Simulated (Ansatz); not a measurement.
Bond-angle distributions (per cent of the angles at each element, bins of 10°) of a relaxed model of amorphous Hf$_{10}$Si$_{10}$O$_{40}$ at 5.12 g/cm³. All values below come from PBE, scalar-relativistic without spin-orbit coupling (plane waves to 420 eV, PAW; Ansatz, a quantum-chemistry and plane-wave program).

A CHGNet melt-quench gave the starting glass, which DFT then relaxed. O atoms were pushed apart under 1.9 Å during the dynamics, to hinder bonds among them. The hot cell started wider than the set density and was brought back towards it in steps. It is the lowest in DFT energy of 2 quenches. It is a model cell: composition and starting density were chosen by hand, and all elements were melted together. No dispersion term was used. Its density started from a set value of 5.40 and ended at 5.12 g/cm³. The simulated quench (nominally 91 K/ps over its main leg) is rapid and tends to freeze in more defects than a deposited or slowly cooled glass has. One small periodic cell is one sample of the glass; other quenches scatter about these values. Volume and shape were free in the relaxation.

Neighbours within Hf-Hf 3.34 Å, Hf-Si 2.89 Å, Hf-O 2.58 Å, Si-Si 2.60 Å, Si-O 1.92 Å, O-O 1.58 Å count as bonded. Two cations that share two anions don't count as bonded, nor two that share one unless they lie closer than Hf-Hf 3.25 Å, Hf-Si 2.81 Å, Si-Si 2.38 Å.

```tsv
angle (°)	at Hf	at Si	at O
50-60	0	0	0
60-70	3	0	0
70-80	13	0	0
80-90	17	0	0
90-100	20	10	8
100-110	14	48	18
110-120	8	33	8
120-130	7	8	15
130-140	3	0	15
140-150	4	0	17
150-160	5	0	14
160-170	3	0	6
170-180	3	0	0
```

They go with these counts of neighbours within the cut-offs, cation contacts included: Hf mean 5.3, most often 5; Si mean 4.0, most often 4; O mean 2.3, most often 2.
